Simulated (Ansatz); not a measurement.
hypothetical zinc blende TlBr with two functionals, x(Co) = 0.5, 4 atoms, R3m

The parent structure is TlBr in the zinc blende structure (space group F-43m, No. 216; a = 7.5038 Å; a hypothetical phase, not in the database extracts checked).

(Cell as relaxed with PBE.)

Levels (all Ansatz, a program for electronic structure, PAW, earlier PAW set): PBE (420 eV, spin-orbit coupling left out); PBEsol (420 eV, spin-orbit coupling left out).

Each level relaxes its own structure.

```csv
base,PBE,PBEsol
volume per atom,52.81 Å³,48.84 Å³
lattice parameter a,7.504 Å,7.311 Å
band gap,2.96 eV,2.77 eV
```

Modification: Co replaces 50.0 % of the Tl, ordered in a cell of 4 atoms (starting symmetry R3m) and fully relaxed.

| quantity | PBE | PBEsol |
|---|---|---|
| largest site moment | 1.98 μB | ? |
| mixing energy (to 0.01 eV only: unlike meshes or grids) (against an end that may be hypothetical) | +0.04 eV/atom | ? |
| magnetic state | ferromagnetic | ? |

Question: Predict the PBEsol column.

Answer: 
- largest site moment, PBEsol: 1.91 μB
- mixing energy (to 0.01 eV only: unlike meshes or grids) (against an end that may be hypothetical), PBEsol: +0.03 eV/atom
- magnetic state, PBEsol: ferromagnetic

PBE's largest site moment lies 0.07 μB above PBEsol's; PBE's mixing energy lies 0.016 eV/atom above PBEsol's; the two agree on the magnetic state. Neither level is exact; PBEsol is the comparison here, not a measurement.

These are small ordered cells, not random alloys; other orderings at the same x differ. With Tl present, leaving out spin-orbit coupling can change the band edges. Stability against distortions was not tested. No Hubbard U is applied and the magnetic state is the run's own (TlCoBr2 ferromagnetic; CoBr ferromagnetic); small cells can't hold the antiferromagnetic order that many such compounds have, so gaps and moments can be off. Under x(Co) = 0.5, 4 atoms, R3m and x(Co) = 0.5, 4 atoms, R3m the cell changed shape so far that it is another structure.
